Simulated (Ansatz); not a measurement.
ZrAl3 (I4/mmm, No. 139) was calculated with PBEsol (PAW; Ansatz, an electronic-structure program).

Run with plane-wave cutoff 520 eV, 20×20×20 k mesh, Fermi–Dirac smearing 0.05 eV, scalar-relativistic PAW data made under PBE.

A third-order Birch–Murnaghan fit to the energies gives V0 = 17.051 Å³/atom, B0 = 108 GPa, B′ = 4.0.

```json
[
 {"V (Å³/atom)": "16.369", "P (GPa)": "4.81"},
 {"V (Å³/atom)": "16.710", "P (GPa)": "?"},
 {"V (Å³/atom)": "17.051", "P (GPa)": "0.00"},
 {"V (Å³/atom)": "17.392", "P (GPa)": "?"},
 {"V (Å³/atom)": "17.733", "P (GPa)": "?"}
]
```

**Question.** Estimate the withheld pressures from this fit; the answers are the runs' own values.

**Answer.** 
- 16.710, P (GPa): 2.28
- 17.392, P (GPa): -2.07
- 17.733, P (GPa): -3.93

The formula P = (3/2) B0 (x^(7/3) − x^(5/3)) [1 + (3/4)(B′ − 4)(x^(2/3) − 1)] with x = V0/V meets the computed pressures within 0.03 GPa when these rounded values are put in.

Shape and atoms are relaxed at each volume.

Measured, for comparison: equilibrium volume per atom 17.28 Å³/atom (temperature not stated, copied from a table, unchecked, no zero-point or thermal correction; as tabulated in Acta Crystallographica Section B 48, 11 (1992)). Computed less measured: equilibrium volume per atom not scored (unchecked). A static lattice is as a rule a little smaller and stiffer than an uncorrected measurement, which can account for part of this in the equilibrium volume per atom.
